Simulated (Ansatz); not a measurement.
Quartz-high SiO2 (high-temperature phase), treated with r²SCAN-D4 (plane waves, PAW; Ansatz, an electronic-structure program).

Run with plane-wave cutoff 560 eV, 12×12×6 k mesh (along the axes of the cell as run), Fermi–Dirac smearing 0.01 eV, scalar-relativistic PAW data made under PBE.

Shape and atoms are relaxed at each volume.

Pressure at four volumes; x = ln(V/13.612 Å³). One pressure is withheld.

| V (Å³/atom) | x | P (GPa) |
|---|---|---|
| 13.068 | -0.0408 | ? |
| 13.340 | -0.0202 | 2.88 |
| 13.612 | 0.0000 | 0.00 |
| 14.157 | 0.0393 | -5.27 |

### Question
Pass a parabola P(x) through the three rows shown, estimate the bulk modulus and its pressure derivative near zero pressure, and predict the withheld pressure.

### Answer
Slopes between the rows: (0.00 − (2.88))/(0.0000 − (-0.0202)) = -142.57 and (-5.27 − (0.00))/(0.0393 − (0.0000)) = -134.10 GPa. Their difference over the span 0.0595 is c = 8.47/0.0595 = 142.4 GPa, so P(x) = 2.88 + (-142.57)(x − (-0.0202)) + 142.4 (x − (-0.0202))(x − (0.0000)). At the middle row B = −dP/dx = −[-142.57 + 142.4 × 0.0202] = 139.7 GPa, and B′ = dB/dP = 2c/B = 2.0. At x = -0.0408 the parabola gives 5.94 GPa; the run gives 5.97 GPa. The Birch–Murnaghan fit to the energies at all volumes has B0 = 140 GPa and B′ = 2.1.

Note: symmetry holds this phase in the static calculation, where it need not be a minimum; held by symmetry at 0 K, a high-temperature phase can be a saddle point; the bulk modulus comes from volumes at which shape and atoms were relaxed.
